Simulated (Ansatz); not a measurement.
This concerns the energy of the reaction as written. Reaction: 2 cell B → cell A. Negative: the products are lower in energy.

Cell A: a sheet of composition Pd2, 2 atoms, hexagonal cell of 2.70 Å (6.3 Å²), symmetry P-3m1, 2.3 Å thick under 15 Å of vacuum, in-plane vectors relaxed; planes from bottom to top: Pd × 2; a model cell; spin state with PBE: no moments, k-point mesh 18×18×1.
```yaml
crystal:
  lattice:
    - [2.70017, 0.00000, 0.00000]
    - [-1.35009, 2.33842, 0.00000]
    - [0.00000, 0.00000, 16.86645]
  atoms:
    - { symbol: Pd, position: [0.33333, 0.66667, 0.56926] }
    - { symbol: Pd, position: [0.66667, 0.33333, 0.43074] }
```

Cell B: a sheet of composition Pd, 1 atom, hexagonal cell of 2.63 Å (6.0 Å²), symmetry P6/mmm, 0.0 Å thick under 16 Å of vacuum, in-plane vectors relaxed; planes from bottom to top: Pd; a model cell; spin state with PBE: no moments, k-point mesh 30×30×1.
```
CELL_PARAMETERS angstrom
      2.63054     0.00000     0.00000
     -1.31527     2.27812     0.00000
      0.00000     0.00000    16.00000
ATOMIC_POSITIONS crystal
  Pd 0.00000 0.00000 0.50000
```

Plane-wave PAW calculations with Ansatz (a quantum-chemistry and plane-wave program), its PAW set soft_1, cutoff 420 eV. The structures are at rest with PBE. Neutral cells; Fermi-Dirac smearing of at most 0.10 eV in the solids, energies taken to zero width. A dispersion term (D3(BJ), or D4 for r2SCAN) was computed beside these levels and is taken off wherever the name lacks it. No zero-point or thermal terms. Cell A has symmetry P-3m1 and got no random move, so less symmetric positions, which may lie lower, weren't tried. Cell B has symmetry P6/mmm and got no random move, so less symmetric positions, which may lie lower, weren't tried.

### Question
What is the computed value (PBE)?

### Answer
-1.08 eV, for 2 cell B → cell A.
